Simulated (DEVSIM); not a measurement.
Device: Ru/SiO2/p-Ge capacitor, at 300 K.

```tsv
layer (left to right)	material	thickness (nm)	Na (cm⁻³)
1	SiO2	1.40	-
2	Ge	1600	1.3e17
```

Metal gate on the left, work function 4.7 eV. Fixed charge at the semiconductor interface 0 cm⁻² (in units of +e); interface traps 1e11 cm⁻² eV⁻¹, uniform in energy, neutral level at 0.5 of the gap above the valence band.

Constants are typed, rounded textbook-type inputs, not results; the design itself was drawn at random and stands for no fabricated device. Values at 300 K.

```
parameter      SiO2       Ge
-------------  ----  -------
gap (eV)          9    0.664
affinity (eV)   0.9        4
permittivity    3.9       16
Nc (cm⁻³)         -  1.04e19
Nv (cm⁻³)         -     6e18
```

Simulated with DEVSIM: 1D Poisson equation in equilibrium, Boltzmann statistics, complete ionisation; no quantum confinement or tunnelling. Metal contacts follow the ideal Schottky-Mott rule: no Fermi-level pinning, no interface dipoles.

Question: Give the band bending (positive: bands bend down) and minority sheet density.

Answer: 
| Vg (V) | ψs (V) | minority carriers (cm⁻²) |
|---|---|---|
| -0.05 | -0.093 | < 1e8 |
| 0.1 | -0.022 | < 1e8 |
| 0.25 | 0.091 | < 1e8 |
| 0.4 | 0.222 | < 1e8 |
| 0.55 | 0.358 | 9.4e8 |
| 0.7 | 0.489 | 1.2e11 |
| 0.85 | 0.562 | 1.3e12 |
